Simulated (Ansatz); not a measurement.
We consider stishovite (SiO2), described by LDA (PAW; Ansatz, a quantum-chemistry and plane-wave program).

Settings: plane-wave cutoff 520 eV, 6×6×10 k mesh (along the axes of the cell as run), scalar-relativistic PAW data made under PBE.

Cell (measured lattice):

```xyz
6
Lattice="4.1790 0.0000 0.0000 0.0000 4.1790 0.0000 0.0000 0.0000 2.6649" Properties=species:S:1:pos:R:3 pbc="T T T"
Si     0.0000     0.0000     0.0000
Si     2.0895     2.0895     1.3324
O      1.2794     1.2794     0.0000
O      3.3689     0.8101     1.3324
O      0.8101     3.3689     1.3324
O      2.8996     2.8996     0.0000
```

Task: Predict the elastic constant C33, Young modulus, Voigt–Reuss–Hill bulk modulus, elastic constant C44, elastic constant C11, elastic constant C12, elastic constant C13 and elastic constant C66.

Result: 
- elastic constant C33 = 730 GPa
- Young modulus = 519 GPa
- Voigt–Reuss–Hill bulk modulus = 294 GPa
- elastic constant C44 = 245 GPa
- elastic constant C11 = 426 GPa
- elastic constant C12 = 195 GPa
- elastic constant C13 = 185 GPa
- elastic constant C66 = 311 GPa

Measured, for comparison: elastic constant C33 769 GPa, elastic constant C44 258 GPa, elastic constant C11 462 GPa, elastic constant C12 201 GPa, elastic constant C13 190 GPa (temperature not stated, not corrected to a static lattice; as tabulated in Lakshtanov, Sinogeikin, Hellwig, Katsura, Bass et al., AGU Fall Meeting 2007 …); elastic constant C66 299 GPa (temperature not stated, not corrected to a static lattice, our sources range from 299 to 321; as tabulated in Lakshtanov, Sinogeikin, Hellwig, Katsura, Bass et al., AGU Fall Meeting 2007 …). Computed (rounded) less measured: elastic constant C33 -5 %, elastic constant C44 -5 %, elastic constant C11 -8 %, elastic constant C12 -3 %, elastic constant C13 -3 %, elastic constant C66 +4 % (inside the range of the sources held).

Note: the cell isn't this level's own, so it is under some stress, which shifts stiffness and frequencies.

Elastic constants are with the ions relaxed.

The computed numbers hold no vibrational or temperature effects.
